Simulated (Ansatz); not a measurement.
Take MgO in the rock salt structure (space group Fm-3m, No. 225; a = 4.214 Å) as the base. Axes: x, y, z lie along the cube axes.

Calculations: Ansatz (a first-principles code) PBEsol, no SOC.

Base values:

| Property | Result |
|---|---|
| Gap character | direct at Γ |
| Band gap | 4.62 eV |
| Valence-band top at Γ | 0.00, 0.00, 0.00 eV |

One thing is altered: uniaxial strain ε_zz = −1.75 %, all other strain components held at zero, atoms relaxed at fixed cell.

What does the calculation give for the gap character after the change?

The gap character remains direct at Γ.

What happens to the band gap?

The band gap rises by 0.16 eV to 4.78 eV.

How does this affect the energy relative to the base?

The energy increases by 2.9 meV/atom.

Estimate the effect on the valence-band top at Γ.

The valence-band top at Γ (three highest levels, from the VBM) goes from 0.00, 0.00, 0.00 eV to 0.00, 0.00, -0.04 eV.

No phonon test of stability was made. k-point labels follow each cell's own Brillouin zone.
